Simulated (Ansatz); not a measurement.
# Computed paths: Cu vacancy in zinc-blende CuI, charge state -1

System: Cu vacancy in zinc-blende CuI (charge state -1). These are PBE, PAW (plane waves to 420 eV; Ansatz, an electronic-structure program) values and carry that method's errors.

Cell of 64 host sites held at the relaxed PBE lattice; one k-point at (0.250, 0.250, 0.250); Fermi-Dirac width 0.01 eV, spin-restricted; finite-size errors left in. No zero-point or tunnelling terms. Spin-orbit coupling is left out. The charge state is imposed; whether it is stable for some Fermi level was not computed. Forms of the defect that were not tried may lie lower.

Barriers: single points on a 2×2×2 k-point mesh shifted by half a step at the bands' geometries.

```csv
Route,Start site over the lowest site run (eV),Hop (Å),Forward barrier (eV),Backward barrier (eV),Neighbours at the start,Neighbours at the saddle,Saddle order,"Forward, on the band's own sampling (eV)"
one Cu atom jumps into the vacancy from a nearby Cu site,0.00,4.22,0.40,0.40,"I at 2.58, I at 2.64, I at 2.65, I at 2.66 Å","Cu at 2.59, Cu at 2.69; I at 2.62, 2 I at 2.88, 2 I at 3.22 Å","not checked, on a symmetry element",0.40
```

Paths come from climbing-image nudged elastic band runs.  A band can be held on a symmetry element, so unchecked saddle points there may be too high.

The whole set of runs took about 12 core-hours (a rough figure).
